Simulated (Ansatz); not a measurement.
**Cu3N under a change: pressure 2.1 GPa**

The reference is Cu3N (space group Pm-3m, No. 221; a = 3.827 Å).

Now apply this change: cell and atoms relaxed at a pressure of 2.1 GPa.

All numbers come from PBE, PAW, 420 eV (Ansatz, a first-principles code; no SOC). Γ-centred 9×9×9 mesh, Fermi–Dirac width 0.05 eV.

The volume per atom falls by 0.24 Å³, from 14.01 Å³ to 13.77 Å³ and the density rises by 0.11 g/cm³ to 6.17 g/cm³. The shortest interatomic distance shrinks by 0.011 Å (1.913 Å → 1.902 Å) and the enthalpy H = E + PV relative to the base's energy amounts to +0.18 eV/atom. The band gap shrinks by 0.057 eV to 0.17 eV (uncertain: the Fermi level lies in a band; the changed cell).

Final structure:

```xyz
4
Lattice="3.8048 0.0000 0.0000 0.0000 3.8048 0.0000 0.0000 0.0000 3.8048" Properties=species:S:1:pos:R:3 pbc="T T T"
Cu     1.9024     0.0000     0.0000
Cu     0.0000     1.9024     0.0000
Cu     0.0000     0.0000     1.9024
N      0.0000     0.0000     0.0000
```

Cost of the whole job for the changed cell (relaxation, final SCF and bands): very roughly 18 core-seconds.

Load acts through the strain it causes; cell and atoms are relaxed under it. No phonon test of stability was made. The final runs are not spin-polarised. A zero or small gap of Cu3N can be the functional's error rather than a property of the material.
